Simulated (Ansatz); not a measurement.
Results of PBEsol (Ansatz, an electronic-structure program, plane waves, PAW) for zinc-blende BeS.

Settings: plane-wave cutoff 520 eV, 12×12×12 k mesh, Fermi–Dirac smearing 0.01 eV, scalar-relativistic PAW data made under PBE.

A third-order Birch–Murnaghan fit to the energies gives V0 = 14.155 Å³/atom, B0 = 97.2 GPa, B′ = 3.8.

```tsv
V (Å³/atom)	P (GPa)
13.303	6.78
13.586	?
13.869	2.06
14.152	0.01
14.436	?
14.719	-3.53
15.002	-5.06
```

Task: Estimate the withheld pressures from this fit; the answers are the runs' own values.

Result: 
- 13.586, P (GPa): 4.30
- 14.436, P (GPa): -1.84

The formula P = (3/2) B0 (x^(7/3) − x^(5/3)) [1 + (3/4)(B′ − 4)(x^(2/3) − 1)] with x = V0/V meets the computed pressures within 0.02 GPa when these rounded values are put in.

Measured, for comparison: bulk modulus 105 GPa (room temperature, not corrected to a static lattice; as tabulated in Narayana, Nesamony, Ruoff, Phys. Rev. B 56, no. 22 (1997)); equilibrium volume per atom 14.44 Å³/atom (room temperature, not corrected to a static lattice; as tabulated in Narayana, Nesamony, Ruoff (BeS at high pressure; core.ac.uk copy)). Computed less measured: bulk modulus -7 %, equilibrium volume per atom -2.0 %.

Computed values are for the static lattice.
